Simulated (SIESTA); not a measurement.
## Several settings converged on Ti (P-3m1, 2 atoms in the cell)

```
Ti
1.0
    1.46762    -2.54200     0.00000
    1.46762     2.54200     0.00000
    0.00000     0.00000     4.65660
Ti
2
Direct
  0.33333   0.66667   0.26074
  0.66667   0.33333   0.75000
```

Base method: LDA PW92, numerical atomic orbitals DZP, PseudoDojo LDA standard norm-conserving potentials (rewritten from UPF to PSML) (SIESTA 5.4.2).

Base settings: XC.functional = LDA; XC.authors = PW92; potentials = PseudoDojo LDA standard; PAO.BasisSize = DZP; PAO.EnergyShift = 0.01 Ry; MeshCutoff = 350 Ry; kgrid.MonkhorstPack = 6 6 3; OccupationFunction = FD; ElectronicTemperature = 100 meV; MaxSCFIterations = 150.

**The width of Fermi-Dirac smearing**

In this ladder: kgrid.MonkhorstPack = 10 10 5.

Narrow widths need finer meshes than wide ones, so the last steps can hold mesh noise.

Only quantities that move along the ladder and can be compared are tabulated; pressure and forces are left out, as mesh noise rules them at narrow widths.

```csv
ElectronicTemperature,free energy less the last step's (meV/atom)
1000 meV,-2329.05
500 meV,-593.76
300 meV,-188.48
200 meV,-66.13
100 meV,0.00
```

Widest ElectronicTemperature that holds the free energy within 5 meV/atom: not settled: the last two steps still differ by 66 meV/atom, over half the tolerance, so the ladder does not show it.

**The width of Gaussian smearing**

In this ladder: kgrid.MonkhorstPack = 10 10 5; OccupationFunction = MP; OccupationMPOrder = 0.

Narrow widths need finer meshes than wide ones, so the last steps can hold mesh noise.

Only quantities that move along the ladder and can be compared are tabulated; pressure and forces are left out, as mesh noise rules them at narrow widths.

| ElectronicTemperature | free energy less the last step's (meV/atom) |
|---|---|
| 1000 meV | -360.46 |
| 500 meV | -76.42 |
| 300 meV | -24.02 |
| 200 meV | -9.41 |
| 100 meV | -1.59 |
| 50 meV | 0.00 |

Widest ElectronicTemperature that holds the free energy within 5 meV/atom of the last step, with all finer ones: 100 meV; the step before is off by 9.4 meV/atom.

**The width of Methfessel-Paxton smearing**

In this ladder: kgrid.MonkhorstPack = 10 10 5; OccupationFunction = MP; OccupationMPOrder = 1.

Narrow widths need finer meshes than wide ones, so the last steps can hold mesh noise.

Only quantities that move along the ladder and can be compared are tabulated; pressure and forces are left out, as mesh noise rules them at narrow widths.

| ElectronicTemperature | free energy less the last step's (meV/atom) |
|---|---|
| 1000 meV | 35.87 |
| 500 meV | 11.21 |
| 300 meV | 3.57 |
| 200 meV | 1.48 |
| 100 meV | 0.07 |
| 50 meV | 0.00 |

Widest ElectronicTemperature that holds the free energy within 0.5 meV/atom of the last step, with all finer ones: 100 meV; the step before is off by 1.5 meV/atom.

On the base run: the starting cell has typed, rounded lattice constants, without a prior relaxation at this level. Its lattice was rescaled by up to half a per cent. One atom was moved a little off its site on purpose. Spin polarisation is off. Values carry the incompleteness of an atom-centred basis. In the base run, with a pressure of about -10 GPa the cell is away from its equilibrium volume at this level. Without a gap this mesh is coarse (it stands for a supercell whose shortest vector is 14 Å).

Left out of this page: 5 runs of the series outside the window shown, repeating another row's setting, or not comparable.
